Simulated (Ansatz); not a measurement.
Results of r²SCAN (PAW; Ansatz, an electronic-structure program) for Mg4N2O (model structure, started from the Ca4P2O type, I4/mmm, No. 139, 7 atoms in the cell).

Settings: plane-wave cutoff 560 eV, 20×20×20 k mesh, Fermi–Dirac smearing 0.05 eV, scalar-relativistic PAW data made under PBE.

The cell is the one relaxed with PBEsol. Conventional cell: a = 3.7652 Å, b = 3.7652 Å, c = 11.3160 Å, α = 90.00°, β = 90.00°, γ = 90.00°.

```
Mg4N2O
1.0
   -1.88260     1.88260     5.65799
    1.88260    -1.88260     5.65799
    1.88260     1.88260    -5.65799
Mg N O
4 2 1
Direct
  0.80986   0.80986   0.00000
  0.19014   0.19014   0.00000
  0.50000   0.00000   0.50000
  0.00000   0.50000   0.50000
  0.63129   0.63129   0.00000
  0.36871   0.36871   0.00000
  0.00000   0.00000   0.00000
```

Q: List the 17 lowest band energies at Γ above −25 eV (eV, relative to the valence band maximum), grouping those that round alike.

A: At Γ: -20.97, -13.44, -12.62, -5.69, -5.55 (×2), -3.93, -1.14 (×2), -0.40 (×2), 0.00, 1.39, 5.38, 5.46, 7.01, 8.61.

Note: the relaxation could raise the start's symmetry but not lower it, so the cell can be a saddle point; cell and atoms aren't relaxed at this level (largest force component 0.13 eV/Å, pressure -1.2 GPa).

A model structure was made by putting elements into a prototype or built by hand; it is no filed structure, need not be a known phase, and can be a saddle point held by its symmetry.
